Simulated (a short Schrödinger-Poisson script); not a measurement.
## MOS inversion layer, SiO2 on p-type Ge(111)

Stack: MOS inversion layer, SiO2 on p-type Ge(111), at 300 K.

```tsv
layer	material	thickness (nm)	Na (cm⁻³)
1	SiO2	0.54	-
2	Ge	1800	5.1e16
```

Constants are typed, rounded textbook-type inputs, not results; the design itself was drawn at random and stands for no fabricated device. SiO2: permittivity 3.9, conduction-band edge (eV) 3.1, gap (eV) 9, electron mass (mₑ) 0.5. Ge: permittivity 16, conduction-band edge (eV) 0, gap (eV) 0.664, Nv at 300 K (cm⁻³) 6e18.

Channel valleys (confinement mass, in-plane density-of-states mass, number): L1 1.59, 0.08, 1; L3 0.09, 0.34, 3. At the gate the conduction-band edge of layer 1 lies 3.15 eV − eVg above the Fermi level of the channel; the field vanishes at the back. Gaps are held at their typed values at every temperature. Mesh 0.03 nm at interfaces.

From a short Schrödinger-Poisson script (our own, NumPy): 1D Poisson equation in equilibrium, electrons quantum, Hartree (BenDaniel-Duke, 12 states a valley, the channel's in-plane mass for all, wave functions free to enter the dielectric), parabolic valleys, classical holes, full ionisation, no traps, pinning or gate leakage.

```csv
Vg (V),electrons (cm⁻²),C (μF/cm²),L1 E0 (meV),L1 E1 (meV),L3 E0 (meV),L3 E1 (meV)
-0.2,1.36e8,0.148,282.2,297.3,310.2,347.6
-0.15,7.79e8,0.140,234.6,250.7,264.3,304.3
-0.1,4.55e9,0.150,186.9,203.9,218.2,260.6
-0.05,2.60e10,0.252,139.9,157.9,172.8,217.6
0,1.26e11,0.655,96.2,115.9,131.9,179.4
0.05,4.15e11,1.35,60.3,83.6,101.1,152.4
0.1,9.26e11,1.98,32.8,61.2,80.6,136.4
0.15,1.61e12,2.44,11.2,45.3,66.6,126.9
0.2,2.43e12,2.77,-6.8,33.1,56.2,120.7
0.25,3.33e12,3.02,-22.6,23.2,47.9,116.5
0.3,4.30e12,3.20,-36.8,14.8,40.8,113.3
0.35,5.32e12,3.34,-50.0,7.3,34.6,110.9
0.4,6.38e12,3.46,-62.4,0.7,29.1,109.0
0.45,7.48e12,3.56,-74.2,-5.4,23.9,107.5
0.5,8.60e12,3.65,-85.5,-11.1,19.1,106.3
0.55,9.75e12,3.73,-96.3,-16.3,14.6,105.3
0.6,1.09e13,3.80,-106.7,-21.2,10.4,104.5
0.65,1.21e13,3.87,-116.7,-25.8,6.3,103.9
0.7,1.33e13,3.93,-126.5,-30.1,2.4,103.4
0.75,1.46e13,3.99,-135.9,-34.2,-1.3,103.0
0.8,1.58e13,4.04,-145.1,-38.2,-5.0,102.7
```

Subbands count from the Fermi level.

Only the L valleys are kept; under strong confinement the Δ valleys of Ge fill too.
